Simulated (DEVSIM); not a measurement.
System: W/La2O3/p-InP capacitor, at 300 K.

| layer (left to right) | material | thickness (nm) | Na (cm⁻³) |
|---|---|---|---|
| 1 | La2O3 | 8.00 | - |
| 2 | InP | 5100 | 1.5e16 |

Metal gate on the left, work function 4.6 eV. Fixed charge at the semiconductor interface 0 cm⁻² (in units of +e); no interface traps.

Constants are typed, rounded textbook-type inputs, not results; the design itself was drawn at random and stands for no fabricated device. Values at 300 K.

```csv
parameter,La2O3,InP
gap (eV),5.8,1.344
affinity (eV),1.8,4.38
permittivity,27,12.5
Nc (cm⁻³),-,5.7e17
Nv (cm⁻³),-,1.1e19
```

Model (solved in DEVSIM): 1D Poisson equation in equilibrium, Boltzmann statistics, complete ionisation; no quantum confinement or tunnelling. Metal contacts follow the ideal Schottky-Mott rule: no Fermi-level pinning, no interface dipoles.

Base results: minimum of the low-frequency capacitance (μF/cm²) 0.0380; threshold voltage (band bending 2φF) (V) 0.15; flat-band voltage (V) -0.95.

Problem. What follows from this one change: fixed charge 0 → -7.8e+12 cm^-2?

Solution. minimum of the low-frequency capacitance little changed (0.0383 μF/cm²); threshold voltage (band bending 2φF) 0.15 → 0.57 V; flat-band voltage -0.95 → -0.53 V.

Problem. What follows from this one change: interface trap density 0 → 1e+11 cm^-2 eV^-1?

Solution. minimum of the low-frequency capacitance 0.0380 → 0.0535 μF/cm²; threshold voltage (band bending 2φF) little changed (0.15 V); flat-band voltage little changed (-0.96 V).
